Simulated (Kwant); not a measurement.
System: wire with a side stub in a InAs two-dimensional gas. Effective mass 0.023 mₑ, grid spacing 3.3 nm, hard walls, nominal width 100 nm (31 grid rows, so walls 105.6 nm apart), one parabolic valley, scattering region 300 nm long along x; energies count from the band bottom; Fermi energy swept from 0.0013079 to 0.015532 eV. Closed stub on one side, 86 nm wide and 54 nm deep.

Constants are typed, rounded textbook-type inputs, not results; the design itself was drawn at random and stands for no fabricated device.

Kwant, effective-mass tight-binding model on a square grid, one spin, coherent transport at 0 K. Conductance is in e²/h.

Question: How many channels do the leads carry at E = 6.69, 14.5, 14.8 meV?

Answer: The hard-wall thresholds are n² ħ²π²/(2mW²) = n² × 1.47 meV with W = 105.6 nm. √(6.69/1.47) = 2.14, so 2. √(14.5/1.47) = 3.14, so 3. √(14.8/1.47) = 3.18, so 3.
